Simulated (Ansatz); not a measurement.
Start from SiO2 in the rutile structure (space group P4_2/mnm, No. 136; a = 4.155 Å, c = 2.661 Å).

Calculations: DFT with LDA, PAW potentials and a 420 eV plane-wave cutoff in Ansatz (a program for electronic structure), scalar-relativistic without spin-orbit coupling.

Before the change:

| Property | Value |
|---|---|
| Valence-band top at Γ | 0.00, -0.91, -0.91 eV |
| Valley order | Γ 5.81 eV; A (1/2, 1/2, 1/2) 7.19 eV |

The change: an isotropic linear strain of −1.20 %; the atoms relax in the strained cell.

Q: What does the calculation give for the valence-band top at Γ, energy relative to the base and valley order after the change?

A: The valence-band top at Γ (three highest levels, from the VBM) changes from 0.00, -0.91, -0.91 eV to 0.00, -0.95, -0.95 eV; the energy rises by 10 meV/atom; the valley order (the lowest conduction-band minima on the path, energy above the VBM, named in the base's zone) changes from Γ 5.81 eV; A (1/2, 1/2, 1/2) 7.19 eV to Γ 6.44 eV; A (1/2, 1/2, 1/2) 7.56 eV.

The levels and masses belong to the bands next to the band gap. No phonon test of stability was made.
